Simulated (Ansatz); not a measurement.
Level of theory: PBE (plane waves to 420 eV, PAW; Ansatz, a program for electronic structure).

Host crystal: corundum, with a band gap (PBE, scalar-relativistic without spin-orbit coupling).

Plane-averaged electrostatic potential energy along the normal, in eV from the highest filled level, for H2O on the 1x1 (0001) surface of corundum (cut with top plane Al), one in a 1x1 cell, started at the site 'hollow Al-O-O-O over O at depth 2.3 Å':

```tsv
z (Å)	V (eV)
6.02	6.57
6.30	6.57
6.59	6.57
6.88	6.57
7.16	6.57
7.45	6.57
7.73	6.57
8.02	6.56
8.31	6.54
8.59	6.49
8.88	6.37
9.17	6.05
9.45	5.22
9.74	3.29
10.03	-1.82
10.31	-6.75
10.60	-8.93
10.89	-7.48
11.17	-3.74
11.46	-2.49
11.74	-1.87
12.03	-2.16
12.32	-4.75
12.60	-6.28
12.89	-5.36
13.18	-2.42
13.46	-1.02
13.75	-1.19
14.04	-1.06
14.32	-2.57
14.61	-5.52
14.90	-6.44
15.18	-4.88
15.47	-2.18
15.76	-1.72
16.04	-2.09
16.33	-2.88
16.61	-6.58
16.90	-8.69
17.19	-6.99
17.47	-2.48
17.76	1.86
18.05	3.09
18.33	3.66
18.62	2.71
18.91	-0.19
19.19	-1.44
19.48	0.45
19.77	2.88
20.05	4.34
20.34	4.70
20.62	4.84
20.91	4.89
21.20	4.91
21.48	4.91
21.77	4.92
22.06	4.92
22.34	4.92
22.63	4.92
22.92	4.92
23.20	4.92
23.49	4.92
```

Model: 23-atom slab, 6.7 Å thick at the start under the adsorbate (thin: gaps and levels are the slab's own), 6x6x1 mesh, Fermi-Dirac 0.01 eV, dipole correction, 9 atoms held, the rest relaxed; no symmetry held; no spin, no spin-orbit, no U, no dispersion correction. At the end it is bonded to Al. In PBE it is, or lies within 0.03 eV of, the lowest of the starts that converged.

Q: The surface cell has an area of 20.03 Å². What dipole along the normal does the step between the two vacuum levels imply?

A: the top vacuum level lies 1.66 eV below the bottom one; p = −ε₀ A ΔV (ε₀ = 0.005526 e/(V·Å)) gives 0.18 e·Å a cell.
